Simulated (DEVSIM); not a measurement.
System: Al/SiO2/p-GaSb capacitor, at 300 K.

Layer 1 from the left is SiO2, thickness (nm) 11.0. Layer 2 from the left is GaSb, thickness (nm) 1700, Na (cm⁻³) 1.3e17.

Metal gate on the left, work function 4.1 eV. Fixed charge at the semiconductor interface 2.2e12 cm⁻² (in units of +e); no interface traps.

This is a model device: material constants are rounded textbook-type values typed into the input, and sizes, dopings and lifetimes were drawn at random. Values at 300 K.

SiO2: gap (eV) 9, affinity (eV) 0.9, permittivity 3.9. GaSb: gap (eV) 0.726, affinity (eV) 4.06, permittivity 15.7, Nc (cm⁻³) 2.1e17, Nv (cm⁻³) 1.8e19.

Estimate by hand the flat-band voltage, the threshold voltage, and compare with a numerical solution.


- Flat-band voltage: C = 0.314 μF/cm², work-function difference -0.559 V; VFB = φms − qNf/C = -1.68 V; numerical -1.68 V.
- Threshold voltage: φF = 0.293 V, depletion charge √(4εqNφF) = 1.84e-7 C/cm²; VT = VFB + 2φF + Qd/C = -0.51 V; numerical -0.51 V.

Model (solved in DEVSIM): 1D Poisson equation in equilibrium, Boltzmann statistics, complete ionisation; no quantum confinement or tunnelling. Metal contacts follow the ideal Schottky-Mott rule: no Fermi-level pinning, no interface dipoles.
